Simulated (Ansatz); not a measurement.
A hypothetical phase is included: elements placed on a structure type, which no database files for this compound.

By r2SCAN, the system below comes out a metal.

A figure of merit of an interconnect metal is its ballistic conductance per area.

Input:

```
CELL_PARAMETERS angstrom
      6.02206     0.00000     0.00000
      0.00000     6.02206     0.00000
      3.01103    -3.01103     3.01103
ATOMIC_POSITIONS crystal
  P  0.00000 0.25000 0.75000
  P  0.75000 0.50000 0.75000
  P  0.50000 0.00000 0.25000
  P  0.75000 0.25000 0.25000
```

The cell was relaxed by PBE-D3(BJ); by r2SCAN it stands under a pressure of -0.7 GPa.

The current flows along the normal of the first two printed cell vectors, the (001) plane of the conventional cell. No spin-orbit coupling; the value is a mean over 0.1 eV about the Fermi level.

Compute, with r2SCAN in Ansatz (a first-principles code), the ballistic conductance per area.

0.33 × 10¹⁵ S/m² for both spins.
